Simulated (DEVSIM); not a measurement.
Device: abrupt InP p-n junction, at 300 K.

Layer 1 from the left is InP, thickness (μm) 2.00, Na (cm⁻³) 1.4e15, τn (s) 6.4e-8, τp (s) 6.4e-8. Layer 2 from the left is InP, thickness (μm) 0.460, Nd (cm⁻³) 1.4e17, τn (s) 6.4e-8, τp (s) 6.4e-8.

Left contact: ohmic. Right contact: ohmic. Voltage is applied to the left contact. Recombination: SRH at mid-gap, radiative. Mobility is μmin + (μ − μmin)/(1 + (N/Nref)^α).

This is a model device: material constants are rounded textbook-type values typed into the input, and sizes, dopings and lifetimes were drawn at random. Values at 300 K.

InP: gap (eV) 1.344, affinity (eV) 4.38, permittivity 12.5, Nc (cm⁻³) 5.7e17, Nv (cm⁻³) 1.1e19, μn (cm²/Vs) 5200, μp (cm²/Vs) 170, μn,min 400, μp,min 10, Nref,n 3e17, Nref,p 4.9e17, αn 0.47, αp 0.62, B (cm³/s) 1.2e-10.

Model (solved in DEVSIM): 1D drift-diffusion, Boltzmann statistics, complete ionisation; no tunnelling, impact ionisation, image-force lowering or self-heating.

Question: What does the simulation give for the dark forward voltage at 100 A/cm², the largest field in the device at zero bias, the dark forward voltage at 1 A/cm²?

Answer: dark forward voltage at 100 A/cm² 0.953 V; largest field in the device at zero bias 26000 V/cm; dark forward voltage at 1 A/cm² 0.823 V.
